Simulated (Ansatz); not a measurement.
**BAs, pressure series**

The reference is BAs in the zinc blende structure (space group F-43m, No. 216).

```yaml
crystal:
  lattice:
    - [0.00000, 2.38393, 2.38393]
    - [2.38393, 0.00000, 2.38393]
    - [2.38393, 2.38393, 0.00000]
  atoms:
    - { symbol: As, position: [0.75000, 0.75000, 0.75000] }
    - { symbol: B, position: [0.00000, 0.00000, 0.00000] }
```

Cell and atoms are relaxed at each pressure.

Computed with PBEsol, PAW, 420 eV (Ansatz, a program for electronic structure; no spin-orbit coupling).

```tsv
pressure (GPa)	volume per atom (Å³/atom)
-2	13.748
-1	?
0	13.548
0.9	13.463
2.1	13.353
9	12.798
15	12.392
22.5	11.961
30	11.590
```

Task: Fit the third-order Birch–Murnaghan form P(V) = (3B₀/2)[(V₀/V)^(7/3) − (V₀/V)^(5/3)]·[1 + (3/4)(B₀′ − 4)((V₀/V)^(2/3) − 1)] (squares taken in P) to the rows shown and predict the withheld row.

Result: Least squares on the printed values gives V₀ = 13.548 Å³/atom, B₀ = 141 GPa, B₀′ = 4.0; this predicts 13.646 Å³/atom, and the run gives 13.646 Å³/atom, in agreement.

Load acts through the strain it causes; cell and atoms are relaxed under it. Whether these cells are dynamically stable was not tested. No other phases were tried under pressure.
